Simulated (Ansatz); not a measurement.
Consider Pt in the fcc (Cu type) structure (space group Fm-3m, No. 225; a = 3.942 Å; relaxed with 0.1 eV smearing). Axes: x, y, z lie along the cube axes.

The values are results of r2SCAN (Ansatz, a first-principles code, PAW, no spin-orbit coupling), not measurements.

Base values:

Pressure: 0.0 GPa
Shortest interatomic distance: 2.787 Å
Band gap: zero

One thing is altered: the cell is stretched by 3.00 % along z with no lateral relaxation, atoms relaxed at fixed cell.

What does the calculation give for the energy relative to the base, pressure, shortest interatomic distance and band gap after the change?

The energy increases by 13 meV/atom; the pressure (mean of the normal stresses, compression positive) goes from zero to -7.3 GPa; the shortest interatomic distance remains 2.787 Å; the band gap stays zero.

The cells carry an imposed strain or load. Stability against distortions was not tested. All final runs are without spin polarisation. Pt lies near a magnetic instability that expansion can trigger; it was not tested.
